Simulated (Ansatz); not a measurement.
The reference is Ge (space group I4/mmm, No. 139; a hypothetical phase, not in the database extracts checked; relaxed with 0.1 eV smearing).

```
Ge
1.0
   -3.47474     3.47474     2.00528
    3.47474    -3.47474     2.00528
    3.47474     3.47474    -2.00528
Ge
4
Direct
  0.17859   0.17859   0.35718
  0.17859   0.82141   0.00000
  0.82141   0.17859   0.00000
  0.82141   0.82141   0.64282
```

Cartesian axes are those of the cell as printed.

Calculations: Ansatz (an electronic-structure program) PBEsol, spin-orbit coupling left out.

Strains are applied to the cell and any free atomic positions relax; under biaxial strain the out-of-plane vector relaxes too.

One change was made to it. Results:

| quantity | base | after |
|---|---|---|
| shortest interatomic distance | 4.625 bohr | 4.583 bohr |
| pressure (mean of the normal stresses, compression positive) | 0.0 GPa | 3.5 GPa |

**Question.** What was done to the base?
A) biaxial strain −4.77 %, plane normal [001], relaxed out of plane
B) biaxial strain −0.75 %, plane normal [001], relaxed out of plane
C) isotropic strain −0.74 %

**Answer.** A, biaxial strain −4.77 %, plane normal [001], relaxed out of plane. For comparison, the pressure in the other runs: isotropic strain −0.74 % gives 1.4 GPa; biaxial strain −0.75 %, plane normal [001], relaxed out of plane gives 0.6 GPa.

A biaxial case was relaxed in a doubled cell and then solved in the primitive one. Stability against distortions was not tested.
